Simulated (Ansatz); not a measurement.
YZn (Pm-3m), PBEsol, DFPT electron-phonon coupling, linearised Boltzmann equation (Ansatz, a quantum-chemistry and plane-wave program): phonon-limited resistivity 67.2 μΩ·cm at 300 K, 87.0 μΩ·cm at 400 K.

**Question.** What is the classical skin depth at 1 GHz (nonmagnetic, μ₀ = 1.257×10⁻⁶ H/m)?

**Answer.** δ = √(ρ/(π f μ₀)) = 13000 nm.

**Question.** What temperature coefficient of resistance follows, and how does it compare with 1/T?

**Answer.** (ρ₄₀₀ − ρ₃₀₀)/(100 K × ρ₃₀₀) = 2.95×10⁻³ K⁻¹, against 1/T = 3.33×10⁻³ K⁻¹ for a resistivity proportional to T. It lies lower, likely because thermal smearing samples bands that change quickly near the Fermi level.

A metal at this level (no band gap). Only scattering by harmonic phonons is included (no impurities, grain boundaries, electron-electron scattering or thermal expansion). Spin-orbit coupling is left out. The squared frequency of the phonon mode least converged on the k mesh is uncertain by about 10 %. Halving the electron mesh (24x24x24) moves the resistivity by up to 1 % at 300 K. Smearing 0.20 eV; phonons on a 4x4x4 q mesh, which this run doesn't test.

Formula and space group known from diffraction (Crystallography Open Database), not checked to be the room-temperature form: YZn (Pm-3m).
